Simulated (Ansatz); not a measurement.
## Short convergence ladders for GeRh (Pm, 8 atoms in the cell)

```
CELL_PARAMETERS angstrom
      5.64434     0.00000     0.00000
      0.00000     3.27744     0.00000
      0.00000     0.00000     6.42521
ATOMIC_POSITIONS crystal
  Ge 0.80826 0.75000 0.44421
  Ge 0.19174 0.25000 0.56357
  Ge 0.69174 0.25000 0.93643
  Ge 0.30826 0.75000 0.06357
  Rh 0.99544 0.75000 0.79662
  Rh 0.00456 0.25000 0.20338
  Rh 0.50456 0.25000 0.29662
  Rh 0.49544 0.75000 0.70338
```

Base method: LDA (PW92), default PAW files made with PBE (plane waves; Ansatz, a first-principles code).

Base settings: basis.ecutwfc = 420 eV; kpoints.mp_grid.grid = 4 7 3; hamiltonian.xc = lda; hamiltonian.pseudopotentials = {kind: paw} (the program's default PAW files); scf.occupations.method = gaussian; scf.occupations.width = 0.1 eV.

The count of work is k-points × plane waves × bands × iterations; it is no time. Core times come from one kind of shared machine, to one figure; runs under 30 s give none.

**The k-point mesh**

The second cell is the first with its lattice scaled by 0.98.

Only quantities that move along the ladder and can be compared are tabulated.

| kpoints.mp_grid.grid | free energy less the last step's (meV/atom) | energy of the compressed cell less the first (meV/atom) | pressure (GPa) | largest difference of a force vector from the last step's (eV/Å) | count of work / last |
|---|---|---|---|---|---|
| 1 2 1 | 259.15 | 35.66 | -0.07 | 0.522 | 0.013 |
| 2 3 2 | -29.99 | 9.84 | -4.46 | 0.129 | 0.045 |
| 3 4 2 | 20.43 | 13.56 | -3.81 | 0.211 | 0.078 |
| 3 5 3 | -2.32 | 10.09 | -4.43 | 0.094 | 0.097 |
| 4 7 3 | -1.50 | 10.41 | -4.37 | 0.078 | 0.18 |
| 4 6 4 | 3.10 | 10.37 | -4.38 | 0.050 | 0.26 |
| 7 12 6 | 0.00 | 10.21 | -4.40 | 0.000 | 1.0 |

Coarsest kpoints.mp_grid.grid that holds the pressure within 0.2 GPa of the last step, with all finer ones: 3 5 3, at 0.097 of the last step's count of work; the step before is off by 0.59 GPa.

Coarsest kpoints.mp_grid.grid that holds the free energy within 5 meV/atom: not settled: the last two steps still differ by 3.1 meV/atom, over half the tolerance, so the ladder does not show it.

Coarsest kpoints.mp_grid.grid that holds the energy of the compressed cell less the first within 0.5 meV/atom of the last step, with all finer ones: 3 5 3, at 0.097 of the last step's count of work; the step before is off by 3.3 meV/atom.

**The k-point mesh at a smearing width of 0.02 eV**

In this ladder: scf.occupations.width = 0.02 eV.

Only quantities that move along the ladder and can be compared are tabulated.

```csv
kpoints.mp_grid.grid,free energy less the last step's (meV/atom),pressure (GPa),largest difference of a force vector from the last step's (eV/Å)
2 4 2,10.63,-3.93,0.221
3 5 3,-2.26,-4.42,0.113
5 8 4,-0.07,-4.39,0.062
7 11 6,0.01,-4.43,0.020
8 13 7,0.03,-4.37,0.011
12 20 10,0.00,-4.40,0.000
```

Coarsest kpoints.mp_grid.grid that holds the free energy within 5 meV/atom of the last step, with all finer ones: 3 5 3; the step before is off by 11 meV/atom.

Coarsest kpoints.mp_grid.grid that holds the pressure within 0.2 GPa of the last step, with all finer ones: 3 5 3; the step before is off by 0.47 GPa.

Coarsest kpoints.mp_grid.grid that holds the forces within 0.01 eV/Å: not settled: the last two steps still differ by 0.011 eV/Å, over half the tolerance, so the ladder does not show it.

**The k-point mesh at a smearing width of 0.3 eV**

In this ladder: scf.occupations.width = 0.3 eV.

Only quantities that move along the ladder and can be compared are tabulated.

| kpoints.mp_grid.grid | free energy less the last step's (meV/atom) | pressure (GPa) | largest difference of a force vector from the last step's (eV/Å) | count of work / last | core time / last (rough) |
|---|---|---|---|---|---|
| 2 4 2 | 8.31 | -3.82 | 0.131 | 0.068 | – |
| 3 5 3 | -0.90 | -4.33 | 0.071 | 0.084 | – |
| 5 8 4 | -0.48 | -4.30 | 0.014 | 0.27 | 0.3 |
| 7 11 6 | 0.01 | -4.27 | 0.002 | 0.65 | 0.6 |
| 8 13 7 | 0.00 | -4.28 | 0.000 | 1.0 | 1 |

Coarsest kpoints.mp_grid.grid that holds the free energy within 2 meV/atom of the last step, with all finer ones: 3 5 3, at 0.084 of the last step's count of work; the step before is off by 8.3 meV/atom.

Coarsest kpoints.mp_grid.grid that holds the forces within 0.01 eV/Å of the last step, with all finer ones: 7 11 6; the step before is off by 0.014 eV/Å.

Coarsest kpoints.mp_grid.grid that holds the pressure within 0.2 GPa of the last step, with all finer ones: 3 5 3, at 0.084 of the last step's count of work; the step before is off by 0.46 GPa.

On the base run: the starting cell comes from a database of computed structures (which also holds hypothetical and non-ambient phases and stackings), without a prior relaxation at this level. Its lattice was rescaled by up to half a per cent. One atom was moved a little off its site on purpose. Spin polarisation is off. In the base run, with a pressure of about -4 GPa the cell is away from its equilibrium volume at this level. Ansatz's pressure includes its estimate of the finite-basis (Pulay) stress.

Keys are those of Ansatz 0.2.
